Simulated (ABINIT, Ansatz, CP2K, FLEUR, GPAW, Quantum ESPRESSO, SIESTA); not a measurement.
## One structure in several programs: CrB (Cmcm, 4 atoms in the cell)

Self-consistent single point.

```yaml
crystal:
  lattice:
    - [1.45169, -3.89914, 0.00000]
    - [1.45169, 3.89914, 0.00000]
    - [0.00000, 0.00000, 2.90195]
  atoms:
    - { symbol: Cr, position: [0.85462, 0.14538, 0.75000] }
    - { symbol: Cr, position: [0.14538, 0.85462, 0.25000] }
    - { symbol: B, position: [0.56494, 0.43506, 0.75000] }
    - { symbol: B, position: [0.43506, 0.56494, 0.25000] }
```

All programs got the same cell, k-point mesh and kind of occupations (in Ansatz's words: kpoints.mp_grid.grid = 8 8 8; scf.occupations.method = fermi_dirac; scf.occupations.width = 0.1 eV); potentials, basis and cutoffs are each program's usual ones.

| code | model | pressure (GPa) | largest force (eV/Å) | k-points | cutoff |
|---|---|---|---|---|---|
| GPAW | PBEsol, GPAW PAW datasets PBEsol (made by gpaw-setup) | – | 0.080 | 105 | 950 eV |
| CP2K | PBEsol, GPW, DZVP-MOLOPT-SR-GTH basis, GTH-PBE potentials (GTH_POTENTIALS) | -2.25 | 0.086 | 260 | grid 600 Ry |
| FLEUR | PBEsol, all-electron FLAPW (FLEUR), scalar-relativistic valence | – | 0.053 | 105 | Kmax 3.9 1/bohr |
| Quantum ESPRESSO | PBEsol, GBRV 1.5 ultrasoft (PBESOL) pseudopotentials | -2.67 | 0.041 | 105 | 50 Ry |
| Ansatz | PBEsol, default PAW files made with PBE | -2.91 | 0.037 | 105 | default |
| ABINIT | PBEsol, norm-conserving pseudopotentials (PseudoDojo nc-sr-04 PBEsol standard) | -2.18 | 0.055 | 105 | 47 Ha |
| SIESTA | GGA PBEsol, numerical atomic orbitals DZP, PseudoDojo PBEsol standard norm-conserving potentials (rewritten from UPF to PSML) | -3.17 | 0.299 | 296 | grid 400 Ry |

A dash marks a value that a program does not give, or that is left out as unsure.

The spread over the programs that give each value: pressure within 0.99 GPa; largest force within 0.262 eV/Å.

The starting cell comes from a database of computed structures (which also holds hypothetical and non-ambient phases and stackings), without a prior relaxation at this level. On Ansatz's run: Spin polarisation is off.

**Question.** Why do the programs differ, and what cannot be compared?

**Answer.** Differences of this kind can come from the potentials, where these differ, and from what each basis and cutoff leave unconverged. The valence holds different numbers of electrons (GPAW 18, CP2K 34, FLEUR 34, Quantum ESPRESSO 34, Ansatz (a quantum-chemistry and plane-wave program) 34, ABINIT 34, SIESTA 34). The zero of total energies and Fermi levels follows the potentials and each program's conventions, so they are not compared here. CP2K and SIESTA use small atom-centred bases, whose incompleteness enters pressures, forces and empty levels differently from a plane-wave cutoff. FLEUR treats all electrons, but the usual bases taken here (sphere radii, linearisation, local orbitals, empty states) were not tested for convergence, so the values are no reference for the others. Ansatz's pressure is given at a fixed set of plane waves, as the other plane-wave codes print theirs; with its correction for the finite basis it is -2.71 GPa. The pressure of GPAW is left out: its cutoff lies under the one at which its stress was checked. The programs reduce the same mesh by symmetry to different extents, which changes the work and not the result. In the force vectors, SIESTA (by 0.260) lies more than 0.08 eV/Å from the median of the plane-wave programs.

Left out of this page: Elk (not drawn, or without a comparable value).

Keys are those of Ansatz 0.2.
